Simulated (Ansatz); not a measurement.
Cr2C (P-3m1), PBEsol, DFPT electron-phonon coupling, linearised Boltzmann equation run with Ansatz (a quantum-chemistry and plane-wave program): phonon-limited resistivity 8.04 μΩ·cm at 300 K along z (a = (2.80, 0.00, 0.00) Å; b = (-1.40, 2.42, 0.00) Å; c = (0.00, 0.00, 4.21) Å), 11.7 μΩ·cm at 400 K, current-weighted mean free path 6.6 nm, Drude plasma energy 6.37 eV.

Problem. Estimate the electronic thermal conductivity at 300 K by the Wiedemann-Franz law (L₀ = 2.44×10⁻⁸ W·Ω/K²).

Solution. L₀T/ρ = 2.44×10⁻⁸ × 300/(8.04×10⁻⁸) = 91.0 W/(m·K). Inelastic scattering puts the true Lorenz number somewhat under L₀ near and below the Debye temperature.

Problem. Estimate the resistivity of a 40 nm square wire with diffuse walls from ρ ≈ ρ₀(1 + 3ℓ/4d).

Solution. 1 + 0.75 × 6.6/40 = 1.12, so ρ ≈ 9.03 μΩ·cm and a line 1 μm long has 56.5 Ω. The formula is the free-electron limit for d well above ℓ; grain boundaries add to it.

Problem. What Drude relaxation time do resistivity and plasma energy imply?

Solution. ω_p = 9.68e15 s⁻¹, so τ = 1/(ε₀ ω_p² ρ) = 15.0 fs, a damping ħ/τ of 43.9 meV.

A metal at this level (no band gap). Only scattering by harmonic phonons is included (no impurities, grain boundaries, electron-electron scattering or thermal expansion). Spin-orbit coupling is left out. Halving the electron mesh (36x36x20) moves the resistivity by up to 2 % at 300 K, the mean free path by up to 1 %. Smearing 0.20 eV; phonons on a 6x6x3 q mesh, which this run doesn't test.

Computed structure with no diffraction record at hand here (it may be known, metastable or hypothetical): Cr2C (P-3m1). Treated as nonmagnetic (a ferromagnetic start lost its moment, other orders weren't tried): Cr2C (P-3m1).
